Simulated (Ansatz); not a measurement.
## AgCl: response to strain

The reference is AgCl in the rock salt structure (space group Fm-3m, No. 225; a = 5.6115 Å).

Strains are applied to the cell and any free atomic positions relax.

Computed with PBE (Ansatz, a quantum-chemistry and plane-wave program, PAW, no SOC).

Candidates:
(a) isotropic strain +1.50 %
(b) isotropic strain −1.50 %
(c) isotropic strain +2.50 %
(d) isotropic strain −2.00 %

Notes on the quantities. energy relative to the base: free energy F.

### Question
Order them by energy relative to the base, lowest first.

### Answer
(a) isotropic strain +1.50 % (+5.5 meV/atom), (b) isotropic strain −1.50 % (+6.3 meV/atom), (d) isotropic strain −2.00 % (+11 meV/atom), (c) isotropic strain +2.50 % (+15 meV/atom)

Stability against distortions was not tested.
